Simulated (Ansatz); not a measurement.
Consider Re-vacancy pair (Re on one host Ru site, one Ru site vacant) in hcp Ru, neutral cell. Calculation: PBE, PAW (plane waves to 420 eV; Ansatz, a first-principles code).

Cell of 36 host sites held at the relaxed PBE lattice; a 2×2×2 k-point mesh shifted by half a step along c; Fermi-Dirac width 0.10 eV, spin-restricted; finite-size errors left in. Energies are static. Spin-orbit coupling is left out. Forms of the defect that were not tried may lie lower. The order of the sites in energy changes with the mesh.

Barriers: single points on a 4×4×4 k-point mesh shifted by half a step along c at the bands' geometries (they differ from the bands' own by up to 0.23 eV, and are uncertain by about as much).

Relaxed starting cell (atoms counted from 1):

```yaml
crystal:
  lattice:
    - [8.16420, 0.00000, 0.00000]
    - [-4.08210, 7.07041, 0.00000]
    - [0.00000, 0.00000, 8.58609]
  atoms:
    - { symbol: Re, position: [0.11266, 0.22181, 0.12462] }
    - { symbol: Ru, position: [0.10989, 0.22147, 0.62464] }
    - { symbol: Ru, position: [0.11293, 0.55639, 0.12463] }
    - { symbol: Ru, position: [0.10937, 0.55438, 0.62465] }
    - { symbol: Ru, position: [0.11093, 0.88824, 0.12463] }
    - { symbol: Ru, position: [0.11058, 0.88774, 0.62462] }
    - { symbol: Ru, position: [0.44372, 0.22405, 0.12465] }
    - { symbol: Ru, position: [0.44599, 0.22210, 0.62463] }
    - { symbol: Ru, position: [0.44534, 0.55500, 0.12465] }
    - { symbol: Ru, position: [0.44542, 0.55560, 0.62465] }
    - { symbol: Ru, position: [0.44283, 0.88621, 0.12466] }
    - { symbol: Ru, position: [0.44537, 0.88983, 0.62463] }
    - { symbol: Ru, position: [0.77845, 0.22241, 0.62464] }
    - { symbol: Ru, position: [0.77704, 0.55639, 0.12461] }
    - { symbol: Ru, position: [0.77847, 0.55449, 0.62464] }
    - { symbol: Ru, position: [0.77790, 0.88729, 0.12465] }
    - { symbol: Ru, position: [0.77846, 0.88903, 0.62464] }
    - { symbol: Ru, position: [0.22211, 0.10968, 0.37524] }
    - { symbol: Ru, position: [0.22212, 0.10969, 0.87402] }
    - { symbol: Ru, position: [0.22138, 0.44364, 0.37554] }
    - { symbol: Ru, position: [0.22136, 0.44360, 0.87375] }
    - { symbol: Ru, position: [0.22215, 0.77823, 0.37470] }
    - { symbol: Ru, position: [0.22214, 0.77821, 0.87456] }
    - { symbol: Ru, position: [0.55946, 0.11283, 0.37362] }
    - { symbol: Ru, position: [0.55943, 0.11284, 0.87567] }
    - { symbol: Ru, position: [0.55665, 0.44379, 0.37512] }
    - { symbol: Ru, position: [0.55662, 0.44375, 0.87414] }
    - { symbol: Ru, position: [0.55654, 0.77909, 0.37498] }
    - { symbol: Ru, position: [0.55655, 0.77910, 0.87434] }
    - { symbol: Ru, position: [0.88725, 0.11277, 0.37314] }
    - { symbol: Ru, position: [0.88723, 0.11271, 0.87611] }
    - { symbol: Ru, position: [0.88676, 0.43967, 0.37298] }
    - { symbol: Ru, position: [0.88676, 0.43967, 0.87618] }
    - { symbol: Ru, position: [0.89015, 0.77796, 0.37452] }
    - { symbol: Ru, position: [0.89016, 0.77800, 0.87473] }
```

End state 1 differs by these moves (Å; atoms that move under 0.08 Å are left out):

```
atom  element     Δx    Δy    Δz
----  -------  -----  ----  ----
1          Re  -2.75  0.00  0.00
```

Problem. What is the computed forward and backward barriers to end state 1 (PBE, PAW)?

Solution. forward 2.52 eV, backward 2.52 eV; at the saddle point atom 1 has neighbours Ru at 2.43, 2 Ru at 2.47, Ru at 2.64, 4 Ru at 2.83 Å. The saddle point's order was not checked, and it lies on a symmetry element of the cell, where a band can be held.
